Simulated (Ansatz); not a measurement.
Consider the following.

```
CaO
1.0
    0.00000     2.33082     2.41230
    2.33082     0.00000     2.41230
    2.33082     2.33082     0.00000
Ca O
1 1
Direct
  0.00000   0.00000   0.00000
  0.50000   0.50000   0.50000
```

Method: r2SCAN, rigid bands (plane waves, PAW, scalar-relativistic; Ansatz, a first-principles code). Condition of this run: biaxial stress in (001) of 6.6 GPa (compression positive) (the target of the relaxation). Cell: cell and atoms relaxed with PBEsol, then loaded as said.

What conductivity effective mass do dilute holes have at 300 K?

0.90 (x), 0.90 (y), 3.5 (z) mₑ.

Predict the electron conductivity mass (n e² τ/σ) at 300 K, by direction if it differs.

0.64 (x), 0.64 (y), 0.44 (z) mₑ.

And the band gap?

4.12 eV at this level; semilocal functionals usually fall short of the measured gap.

Rigid bands, one relaxation time for all states, no polarons. Spin-orbit coupling is left out; where it splits the top of the valence band it changes the hole mass and lowers the gap by about a third of the splitting. Geometry: cell and atoms relaxed with PBEsol.
